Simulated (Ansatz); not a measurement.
Results of PBE-D4 in Ansatz (plane waves, PAW) for 1T (CdI2-type) MgI₂.

Numerical settings: plane-wave cutoff 500 eV, 12×12×6 k mesh (along the axes of the cell as run), gaussian smearing 0.02 eV, scalar-relativistic PAW data made under PBE.

Computed at the level's own relaxed cell.

Task: What does this level give for the equilibrium volume per atom, lattice parameter a and c axis length?

Result: 
- equilibrium volume per atom = 33.71 Å³/atom
- lattice parameter a = 4.132 Å
- c axis length = 6.841 Å

Measured, for comparison: lattice constant a 4.14 Å, lattice parameter c 6.88 Å (temperature not stated, copied from a table, unchecked, no zero-point or thermal correction; as tabulated in Crystal Structures 1, 239 (1963)). Computed (rounded) less measured: lattice constant a not scored (unchecked), lattice parameter c not scored (unchecked). A static lattice is as a rule a little smaller and stiffer than an uncorrected measurement, which narrows the difference in the lattice parameter c and would widen misses of the other sign.

Spin–orbit coupling is not included.

Computed values are for the static lattice.

It cost about 2.3 core-minutes (a rough figure) of CPU time.

Ansatz is a quantum-chemistry and plane-wave program.
